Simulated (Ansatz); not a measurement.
**PbTe: pressure 30 GPa**

The reference is PbTe in the rock salt structure (space group Fm-3m, No. 225; a = 6.534 Å).

The change: cell and atoms relaxed at a pressure of 30 GPa.

Computed with r2SCAN (Ansatz, a first-principles code, PAW, without spin-orbit coupling). Settings: 9×9×9 k-points, 0.05 eV Fermi–Dirac smearing.

```tsv
quantity	base	changed	shift
volume per atom	34.87 Å³	24.90 Å³	-9.97 Å³
density	7.97 g/cm³	11.16 g/cm³	+3.19 g/cm³
shortest interatomic distance	6.174 bohr	5.519 bohr	-0.655 bohr
enthalpy H = E + PV relative to the base's energy	–	+5.35 eV/atom	–
band gap	1.09 eV	zero	–
valley order (the lowest conduction-band minima on the path, energy above the VBM, named in the base's zone)	L along ⟨111⟩ 1.09 eV; a point along ⟨110⟩, about 0.5 Å⁻¹ from Γ 1.61 eV; a point along ⟨100⟩, about 0.3 Å⁻¹ from Γ 2.01 eV	L along ⟨111⟩ 0.01 eV; a point along ⟨110⟩, about 0.5 Å⁻¹ from Γ 0.61 eV; a point along ⟨100⟩, about 0.3 Å⁻¹ from Γ 1.42 eV	–
```

Final structure:

```yaml
crystal:
  lattice:
    - [0.00000, 2.92030, 2.92030]
    - [2.92030, 0.00000, 2.92030]
    - [2.92030, 2.92030, 0.00000]
  atoms:
    - { symbol: Te, position: [0.50000, 0.50000, 0.50000] }
    - { symbol: Pb, position: [0.00000, 0.00000, 0.00000] }
```

With Pb and Te present, leaving out spin-orbit coupling can change the band edges. Load acts through the strain it causes; cell and atoms are relaxed under it. Whether these cells are dynamically stable was not tested. No other phases were tried under pressure. The final runs are not spin-polarised. Gaps under 0.05 eV, about the width of the smearing, are given as zero. A zero or small gap of PbTe under pressure 30 GPa can be the functional's error rather than a property of the material.
